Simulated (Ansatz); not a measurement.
The structure below was relaxed with r2SCAN (Ansatz, a quantum-chemistry and plane-wave program), no SOC.

```
PdGe
1.0
    5.77466     0.00000     0.00000
    0.00000     3.56280     0.00000
    0.00000     0.00000     6.27520
Pd Ge
4 4
Direct
  0.00328   0.25000   0.19114
  0.50328   0.25000   0.30886
  0.99672   0.75000   0.80886
  0.49672   0.75000   0.69114
  0.18556   0.25000   0.57801
  0.68556   0.25000   0.92199
  0.81444   0.75000   0.42199
  0.31444   0.75000   0.07801
```

Problem. Find the space group and the Wyckoff positions.

Solution. Space group Pnma (No. 62); a = 5.7747 Å, b = 3.5628 Å, c = 6.2752 Å, α = β = γ = 90.00°

```tsv
atom	site	symmetry	x	y	z
Pd	4c	.m.	0.0033	0.2500	0.1911
Ge	4c	.m.	0.1856	0.2500	0.5780
```

Problem. Describe the coordination.

Solution. The crystal has 8 atoms in its conventional cell. Conventional cell: a = 5.775 Å, b = 3.563 Å, c = 6.275 Å, α = β = γ = 90.00°. Pd has 6 Ge at 2.494–2.646 Å and 4 Pd at 2.980–2.988 Å. Ge has 6 Pd at 2.494–2.646 Å and 2 Ge at 2.954 Å. (Neighbours: up to the widest gap in distance over summed covalent radii, below 1.35, at either atom; cation-cation and far metal-metal contacts left out.)

Whether these cells are dynamically stable was not tested. The final runs are not spin-polarised. The cell was made from NiGe by this change: Ni → Pd; the result is a model cell.
